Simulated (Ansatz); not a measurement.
Take a 24-atom supercell of ZrSi2 (space group Cmcm, No. 63; a = 3.675 Å, b = 14.567 Å, c = 3.656 Å) at its relaxed geometry as the base.

Level of theory: DFT with PBEsol, PAW potentials and a 420 eV plane-wave cutoff in Ansatz (a program for electronic structure), no spin-orbit coupling.

For the base:

- Pressure = 0.0 GPa

Modification: a neutral Si interstitial (started 1.75 Å from the nearest host atom), atoms relaxed at fixed cell, starting from a slightly rattled geometry.

Q: Estimate the effect on the pressure.

A: The pressure goes from zero to 5.7 GPa.

Q: How does this affect the largest displacement of a host atom from its site in the perfect cell?

A: The largest displacement of a host atom from its site in the perfect cell is 0.33 Å.

Q: Estimate the effect on the final site of the added atom.

A: The final site of the added atom amounts to 5 Si at 2.29–2.31 Å and 5 Zr at 2.83–2.86 Å.

The cell is small, so the values are those of an ordered compound at a high defect concentration; dilute-limit values will differ. All final runs are without spin polarisation. The defect cell is not spin-polarised.
